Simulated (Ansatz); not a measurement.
The parent structure is Ti in the hcp (Mg type) structure (space group P6_3/mmc, No. 194; a = 2.902 Å, c = 4.593 Å; relaxed with 0.1 eV smearing). Axes: x lies along a and z along c of the hexagonal cell.

Computed with PBEsol (Ansatz, a first-principles code, PAW, spin-orbit coupling left out).

Base values:

- Pressure = 0.0 GPa
- Shortest interatomic distance = 5.372 bohr

Now apply this change: biaxial strain +4.06 %, plane normal [001], relaxed out of plane (Cartesian); in-plane vectors clamped, the third vector and the atoms free.

Question: Estimate the effect on the pressure.

Answer: The pressure (mean of the normal stresses, compression positive) goes from zero to -4.7 GPa.

Question: What does the calculation give for the out-of-plane strain after the change?

Answer: The out-of-plane strain is -3.33 %.

Question: Estimate the effect on the shortest interatomic distance.

Answer: The shortest interatomic distance shrinks by 0.038 bohr to 5.334 bohr.

No phonon test of stability was made. The final runs are not spin-polarised.
